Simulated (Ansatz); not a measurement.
Consider ZrO₂ in the fluorite structure (space group Fm-3m, No. 225; a = 5.0893 Å). Axes: x, y, z lie along the cube axes.

Level of theory: Ansatz (a program for electronic structure) r2SCAN, spin-orbit coupling left out.

Base values:

| Property | Result |
|---|---|
| Pressure | 0.00 GPa |
| Valley order | Γ 3.89 eV; X along ⟨100⟩ 4.29 eV; a point along ⟨110⟩, about 0.8 Å⁻¹ from Γ 4.29 eV; L along ⟨111⟩ 4.50 eV |

Modification: biaxial strain +0.92 %, plane normal [111], relaxed out of plane (Cartesian); in-plane vectors clamped, the third vector and the atoms free.

What happens to the pressure, valley order and out-of-plane strain?

The pressure (mean of the normal stresses, compression positive) goes from zero to -1.83 GPa; the valley order (the lowest conduction-band minima on the path, energy above the VBM, named in the base's zone) goes from Γ 3.89 eV; X along ⟨100⟩ 4.29 eV; a point along ⟨110⟩, about 0.8 Å⁻¹ from Γ 4.29 eV; L along ⟨111⟩ 4.50 eV to Γ 3.87 eV; a point along [01-1], about 0.9 Å⁻¹ from Γ 4.22 eV; X along [001] 4.26 eV; L along [1-11] 4.39 eV; the out-of-plane strain amounts to -1.08 %.

The levels and masses belong to the bands next to the band gap. Stability against distortions was not tested. This is not the structure that ZrO2 has at room temperature and ambient pressure.
